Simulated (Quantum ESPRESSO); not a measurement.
How a calculation on Zr5S8 (F-43m, 13 atoms in the cell) responds to its settings

```xyz
13
Lattice="-5.2960 0.0000 5.2960 0.0000 5.2960 5.2960 -5.2960 5.2960 0.0000" Properties=species:S:1:pos:R:3 pbc="T T T"
Zr    -6.7872     6.7872     3.8047
Zr    -3.8047     6.7872     6.7872
Zr    -3.8047     3.8047     3.8047
Zr    -6.7872     3.8047     6.7872
Zr    -7.9440     7.9440     7.9440
S     -4.0691     4.0691     6.5229
S     -6.5229     4.0691     4.0691
S     -6.5229     6.5229     6.5229
S     -4.0691     6.5229     4.0691
S     -4.0166     4.0166     1.2794
S     -1.2794     4.0166     4.0166
S     -1.2794     1.2794     1.2794
S     -4.0166     1.2794     4.0166
```

Base run A: PBEsol, PseudoDojo standard norm-conserving (PBESOL) pseudopotentials (Quantum ESPRESSO 7.5), self-consistent single point.

Its settings: ecutwfc = 70 Ry; occupations = smearing; smearing = cold; degauss = 0.0036749 Ry; potentials = {Zr: Zr.upf, S: S.upf}; K_POINTS = automatic 7 7 7 0 0 0; conv_thr = 1e-11 Ry; mixing_beta = 0.5.

The starting cell comes from a database of computed structures (which also holds hypothetical and non-ambient phases and stackings), without a prior relaxation at this level. In the base run, with a pressure of about -4 GPa the cell is away from its equilibrium volume at this level.

A dash stands where there is no value to compare (another energy zero or no entropy term, no result, no spin, no clean gap, or a mesh too coarse for one). 

Run A gave: pressure (GPa) -4.12; largest force (eV/Å) 0.407.

Runs:
- B: HUBBARD: default → ortho-atomic; U Zr-4d 1 eV [PBEsol+U]
- C: HUBBARD: default → ortho-atomic; U Zr-4d 2 eV [PBEsol+U]
- D: HUBBARD: default → ortho-atomic; U Zr-4d 3 eV [PBEsol+U]
- E: HUBBARD: default → ortho-atomic; U Zr-4d 4 eV [PBEsol+U]

Problem. What does run D change against A?

Solution. The pressure goes from -4.12 to -1.84 GPa and the largest force goes from 0.407 to 0.158 eV/Å.

Problem. What does run E change against A?

Solution. The pressure goes from -4.12 to -1.00 GPa and the largest force goes from 0.407 to 0.223 eV/Å.

Problem. What does run C change against A?

Solution. The pressure goes from -4.12 to -2.64 GPa and the largest force goes from 0.407 to 0.210 eV/Å.

```tsv
run	pressure (GPa)	largest force (eV/Å)	Hubbard energy (eV/atom)
A	-4.12	0.407	–
B	-3.40	0.310	0.387
C	-2.64	0.210	0.765
D	-1.84	0.158	1.133
E	-1.00	0.223	1.492
```
